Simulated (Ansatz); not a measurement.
## Voigt–Reuss–Hill shear modulus of cubic perovskite CsPbCl3 (cubic high-temperature phase) at several levels of theory

No measured value is used here.

```json
[
 {"level (code)": "LDA (Ansatz)", "value (GPa)": "10.6", "cell (Å³/atom)": "33.79"},
 {"level (code)": "PBE (Ansatz)", "value (GPa)": "(withheld)", "cell (Å³/atom)": "37.83"},
 {"level (code)": "PBEsol (Ansatz)", "value (GPa)": "9.96", "cell (Å³/atom)": "35.60"},
 {"level (code)": "r²SCAN (Ansatz)", "value (GPa)": "10.5", "cell (Å³/atom)": "36.61"},
 {"level (code)": "HSE06 (Ansatz)", "value (GPa)": "9.91", "cell (Å³/atom)": "37.16"},
 {"level (code)": "PBE0 (Ansatz)", "value (GPa)": "9.91", "cell (Å³/atom)": "37.14"}
]
```

### Question
What belongs in the gaps?

### Answer

- PBE (Ansatz, an electronic-structure program), value (GPa): 9.30

Density-functional levels without +SOC have no spin–orbit coupling. LDA, PBE, PBEsol, r²SCAN, HSE06, PBE0: the relaxation could not lower the start's symmetry, so the cell can be a saddle point above a distorted one. Each level is taken at its own relaxed cell. Cutoffs differ between the levels. Ansatz's density-functional and Hartree–Fock values are scalar-relativistic unless marked +SOC, with PAW data made under PBE.
